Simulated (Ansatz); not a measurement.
Consider AlCr$_{2}$C (space group P6_3/mmc, No. 194; a = 2.812 Å, c = 12.600 Å; non-magnetic). Axes: x lies along a and z along c of the hexagonal cell.

The values are results of PBEsol (Ansatz, a first-principles code), spin-orbit coupling left out, earlier PAW set, not measurements.

Strains are applied to the cell and any free atomic positions relax; under biaxial strain the out-of-plane vector relaxes too; under stress the whole cell relaxes.

One change was made to it. Results:

The volume per atom rises by 0.16 Å³, from 10.78 Å³ to 10.94 Å³; the band gap remains zero.

### Question
What was done to the base?
A. biaxial strain −1.73 %, plane normal [001], relaxed out of plane
B. uniaxial stress, 8 GPa tension along x
C. tensor shear ε_yz = +3.58 %

### Answer
B, uniaxial stress, 8 GPa tension along x. For comparison, the volume per atom in the other runs: tensor shear ε_yz = +3.58 % gives 10.77 Å³; biaxial strain −1.73 %, plane normal [001], relaxed out of plane gives 10.52 Å³.

Without a gap, meshes like the base's 19×19×4 leave anisotropic stresses uncertain by several tenths of a GPa, and small strain energies with them. Beyond what the load breaks, stability against distortions was not tested. Seeded moments were not kept for the base. All final runs are without spin polarisation.
